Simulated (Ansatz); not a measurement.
Input and output of a self-consistent single point for CsLiBr₂ (P4/nmm, 8 atoms in the cell) (Ansatz, a program for electronic structure)

Level of theory: LDA (PW92), default PAW files made with PBE (plane waves; Ansatz).

This input was run:

Ansatz 0.2 input:
```yaml
# CsLiBr2
crystal:
  lattice:
    - [5.207146, 0.000000, 0.000000]
    - [0.000000, 5.207146, 0.000000]
    - [0.000000, 0.000000, 9.979710]
  atoms:
    - { symbol: Cs, position: [0.000000, 0.500000, 0.300030] }
    - { symbol: Cs, position: [0.500000, 0.000000, 0.699970] }
    - { symbol: Li, position: [0.500000, 0.000000, 0.082480] }
    - { symbol: Li, position: [0.000000, 0.500000, 0.917520] }
    - { symbol: Br, position: [0.000000, 0.500000, 0.665920] }
    - { symbol: Br, position: [0.500000, 0.000000, 0.334080] }
    - { symbol: Br, position: [0.000000, 0.000000, 0.000000] }
    - { symbol: Br, position: [0.500000, 0.500000, 0.000000] }
basis:
  ecutwfc: 420.0
kpoints:
  mp_grid: { grid: [5, 5, 3] }
hamiltonian:
  xc: lda
  pseudopotentials: { kind: paw }
scf:
  occupations: { method: fermi_dirac, width: 0.05 }
output:
  forces: true
  eigenvalues: true
  stress: true
```

Log, with long lists cut:

```
WARN ansatz: RAYON_NUM_THREADS=1 ignored (pool sized by the plan → 1); use --threads N
Pseudopotentials: kind: paw
Pseudopotential: Cs, paw, valence charge 9
Pseudopotential: Li, paw, valence charge 3
Pseudopotential: Br, paw, valence charge 7
Crystal: 8 atoms, lattice volume = 270.594 Å³
Basis set: ecut = 420 eV, 5345 PW (Γ)
Bands: 34, of which v1, the nominal top of the filled ones, is band 26 counted from 1 (25 counted from 0)
Symmetry: 16 space group operations
Space group: P4/nmm (ITA 129), of the structure as read, at distance tolerance 6.5e-5 Å
k-points: 12 of 75
PAW frozen core: Cs, regenerated for the run's functional, and the local potential with it
PAW frozen core: Br, regenerated for the run's functional, and the local potential with it
Initial density: superposition of atomic densities (neutral atoms: chi_scale 0, normalization atom), corrected by the library's trained network
Initial wavefunctions: pseudopotential atomic-orbital guess
Eigensolver: davidson
Functional: x = slater, c = lda
SCF iter   1: F=—  HF=-22201.903657 eV  |F-HF|=—  |Δ(HF+E_count)|=         —  Δρ=3.86e-3  dr2=2.44e-2  ethr=1.77e-3  ⟨swp⟩=11.3  Hψ=2401  notcnv=0
all-band conjugate gradients solve this SCF's bands
preconditioner: auto → Resta (q_TF=auto, 2.073 Å⁻¹)
SCF iter   2: F=—  HF=-22201.892882 eV  |F-HF|=—  |Δ(HF+E_count)|=   1.08e-2  Δρ=2.07e-3  dr2=9.16e-3  ethr=4.69e-5  ⟨swp⟩=2.0  Hψ=811  notcnv=0  defer=7
SCF iter   3: F=—  HF=-22201.889914 eV  |F-HF|=—  |Δ(HF+E_count)|=   2.97e-3  Δρ=4.05e-4  dr2=4.49e-4  ethr=1.76e-5  ⟨swp⟩=2.3  Hψ=635  notcnv=0  defer=7
SCF iter   4: F=—  HF=-22201.889853 eV  |F-HF|=—  |Δ(HF+E_count)|=   6.14e-5  Δρ=9.76e-5  dr2=3.94e-5  ethr=8.63e-7  ⟨swp⟩=2.2  Hψ=634  notcnv=0  defer=7
SCF iter   5: F=—  HF=-22201.889954 eV  |F-HF|=—  |Δ(HF+E_count)|=   1.02e-4  Δρ=1.97e-5  dr2=2.64e-6  ethr=7.57e-8  ⟨swp⟩=2.1  Hψ=658  notcnv=0  defer=7
SCF iter   6: F=—  HF=-22201.889955 eV  |F-HF|=—  |Δ(HF+E_count)|=   1.42e-6  Δρ=7.31e-6  dr2=2.75e-7  ethr=5.08e-9  ⟨swp⟩=2.3  Hψ=604  notcnv=0  defer=7
SCF iter   7: F=-22201.889955 eV  HF=-22201.889955 eV  |F-HF|=9.48e-9  |Δ(HF+E_count)|=   2.41e-8  Δρ=1.83e-6  dr2=1.51e-8  ethr=1.92e-10  ⟨swp⟩=12.4  Hψ=2103  notcnv=0
SCF 1 converged in 7 iterations: F = -22201.889955 eV  dr2 = 1.51e-8
SCF converged after 7 iterations
Free energy (F): -22201.889955 eV
Harris-Foulkes:  -22201.889955 eV  (|F-HF|=9.48e-9)
Internal energy: -22201.889955 eV  (E = F + TS)
E sigma→0 (E₀):  -22201.889955 eV
Fermi energy:    3.615891 eV
--- Per-component energies (eV) ---
  E_band       = -375.304345
  E_kinetic    = 864.708380
  E_local      = -1766.816450  (includes V_loc(G=0)·N_el)
  E_nonlocal   = 285.903494
  E_hartree    = 530.813209
  E_xc         = -1413.829639
  E_vxc        = -702.983728  (∫ρ·V_xc dr)
  E_paw        = -18485.421543  (= ΣΔE_a)
  E_vpaw       = -117.741090  (= ΣTr[D̂ρ^β])
  E_aug_tail   = 0.000034  (compensation charges beyond the density's cutoff)
  E_ewald      = -2218.614597
  E_core_change = 1.367158  (= ΣΔE_core)
  E_smearing   = -0.000000  (= −TS)
  E_closure    = 0.000000  (closes the sum)
  Σ components = -22201.889955   (vs F -22201.889955, Δ=0.00e0)
--- Forces (eV/Å), atoms counted from 1 ---
  atom   1  Cs     0.00000000     0.00000000     0.00789561
  atom   2  Cs     0.00000000     0.00000000    -0.00789561
  atom   3  Li     0.00000000     0.00000000     0.06063758
  atom   4  Li     0.00000000     0.00000000    -0.06063758
  atom   5  Br     0.00000000     0.00000000     0.09492819
  atom   6  Br     0.00000000     0.00000000    -0.09492819
  atom   7  Br     0.00000000     0.00000000    -0.00000000
  atom   8  Br     0.00000000     0.00000000     0.00000000
  max |Σ_I F_I| component: 2.08e-17 eV/Å
--- Stress (GPa, compression-positive) ---
       -2.080082       0.000000       0.000000
        0.000000      -2.080082       0.000000
        0.000000       0.000000      -1.825380
  P = ⅓ Tr σ = -1.9952 GPa (-19.952 kbar)
  The stress holds the Pulay correction. Without it, at fixed plane waves, as pw.x and ABINIT print it: P = -2.0085 GPa
--- Band table (eV; the first three rows and the last of 12) ---
  k-point 0: bands = ["-41.7543", "-41.7538", "-18.1106", "-18.1023", "-11.7229", "-11.1616", "-11.0035", "-10.9905", "-4.9608", "-4.9206", "-4.8846", "-4.8846", "-4.8354", "-4.8354", "-0.7514", "-0.7514", "-0.3147", "0.4852", "0.8489", "1.0082", [...]
  k-point 1: bands = ["-41.7543", "-41.7538", "-18.1101", "-18.1028", "-11.7240", "-11.1616", "-11.0085", "-10.9836", "-5.0185", "-4.8786", "-4.8786", "-4.8699", "-4.8416", "-4.8416", "-0.7527", "-0.7527", "-0.2009", "0.5465", "0.8482", "0.9205", [...]
  k-point 2: bands = ["-41.7543", "-41.7538", "-18.1075", "-18.1008", "-11.6745", "-11.2205", "-11.0084", "-10.9986", "-4.9549", "-4.9250", "-4.8782", "-4.8633", "-4.8420", "-4.8232", "-0.6185", "-0.6145", "-0.2831", "0.4311", "0.6859", "0.8086", [...]
  k-point 11: bands = ["-41.7540", "-41.7540", "-18.0961", "-18.0954", "-11.4787", "-11.4242", "-11.0000", "-10.9968", "-5.0274", "-4.9938", "-4.9493", "-4.9473", "-4.9389", "-4.9147", "-1.0650", "-0.9256", "0.2294", "0.3793", "0.6379", "0.6945", [...]
```

The run converged in 7 iterations.

The starting cell comes from a database of computed structures (which also holds hypothetical and non-ambient phases and stackings), without a prior relaxation at this level. Its lattice was rescaled by up to half a per cent. Ansatz's pressure includes its estimate of the finite-basis (Pulay) stress.
